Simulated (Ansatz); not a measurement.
# CdSe with two functionals, pressure 22.5 GPa

Start from CdSe in the zinc blende structure (space group F-43m, No. 216; a = 6.196 Å).

(Cell as relaxed with PBE.)

Levels (all Ansatz, a program for electronic structure, PAW): PBE (420 eV, scalar-relativistic without spin-orbit coupling); r2SCAN (500 eV, no spin-orbit coupling).

Each level relaxes its own structure.

```csv
base,PBE,r2SCAN
volume per atom,29.74 Å³,28.84 Å³
lattice parameter a,6.196 Å,6.133 Å
band gap,0.49 eV,1.04 eV
```

Perturbation: cell and atoms relaxed at a pressure of 22.5 GPa.

| quantity | PBE | r2SCAN |
|---|---|---|
| hole mass (degenerate bands, along [100]) | 0.090, 0.49, 0.49 mₑ (at Γ) | 0.12, 0.49, 0.49 mₑ (at Γ) |
| lattice parameter a | 5.666 Å | 5.647 Å |
| gap character | direct at Γ | direct at Γ |
| electron mass | 0.086 mₑ (at Γ) | 0.12 mₑ (at Γ) |

PBE's lattice parameter a lies 0.0185 Å above r2SCAN's (0.3 %); the two agree on the gap character. Neither level is exact; r2SCAN is the comparison here, not a measurement.

Load acts through the strain it causes; cell and atoms are relaxed under it. Masses are band curvatures over ±0.01 Å⁻¹ around the edge. Stability against distortions was not tested. Tetrahedral semiconductors of this kind turn to denser phases somewhere between about 1 and 50 GPa; those were not computed, so compressed cells here can lie past the real transition.
